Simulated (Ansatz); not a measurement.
Consider GaN (space group P4_2/mnm, No. 136; a = 5.470 Å, c = 3.183 Å; a hypothetical phase, not in the database extracts checked).

It is then changed as follows: a hydrostatic pressure of 0.7 GPa.

Levels (all Ansatz, a quantum-chemistry and plane-wave program, PAW): PBEsol (420 eV, scalar-relativistic without spin-orbit coupling); PBEsol+SOC (420 eV, with spin-orbit coupling).

The geometry is relaxed with PBEsol.

PBEsol band gap: 1.90 eV
PBEsol electron mass: 0.18 mₑ (at Γ)

With PBEsol+SOC at the same geometry, the valence-band top at Γ (three highest Kramers pairs, from the VBM) comes out as 0.00, -0.01, -0.12 eV; the band gap remains 1.90 eV; the electron mass remains 0.18 mₑ (at Γ).

Single points use the geometry relaxed with PBEsol. The spin-orbit shifts are approximate. Load acts through the strain it causes; cell and atoms are relaxed under it. Effective masses come from finite differences of ±0.01 Å⁻¹. Whether these cells are dynamically stable was not tested.
